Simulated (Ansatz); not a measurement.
Defect migration in fcc Ag: Ag vacancy, neutral cell. Calculation: PBE, PAW (plane waves to 420 eV; Ansatz, a program for electronic structure).

Cell of 32 host sites held at the relaxed PBE lattice; a 3×3×3 k-point mesh shifted by half a step; Fermi-Dirac width 0.10 eV, spin-restricted; finite-size errors left in. Energies are static. Forms of the defect that were not tried may lie lower.

Barriers: single points on a 4×4×4 k-point mesh shifted by half a step at the bands' geometries.

The only route run: a nearby Ag atom hops onto the vacant site; the atom moves 2.86 Å along (0.00, 0.49, -0.49) of the unit cell; the moving atom starts with neighbours 4 Ag at 2.90, 2 Ag at 2.93, 4 Ag at 2.95, Ag at 2.97 Å and ends with 4 Ag at 2.90, 2 Ag at 2.93, 4 Ag at 2.95, Ag at 2.97 Å. Its barrier is 0.60 eV. The saddle point's order was not checked, and it lies on a symmetry element of the cell, where a band can be held. The defect has 12 equivalent sites to jump to, 2.93 Å away. Attempt frequency: take 10 THz as a typical guess.

Task: Estimate the defect's diffusion coefficient at 1000 K, how far it wanders in 1 h, and how much an error of 0.1 eV in the barrier would matter.

Result: kT = 0.0862 eV, so each jump happens at Γ = ν exp(−E/kT) = 1.0e13 × exp(−6.96) ≈ 9.5e+09 s⁻¹. For uncorrelated jumps in a cubic host D = z λ² Γ / 6 = 12 × (2.93e-8 cm)² × 9.5e+09 / 6 ≈ 1.6e-05 cm²/s. The root-mean-square distance is √(6Dt) ≈ 0.6 cm. An error of 0.1 eV changes D by a factor exp(0.1/kT) ≈ 3.2, and the distance by its square root. This is the isolated defect's own diffusivity; trapping, its concentration and zero-point motion are left out.
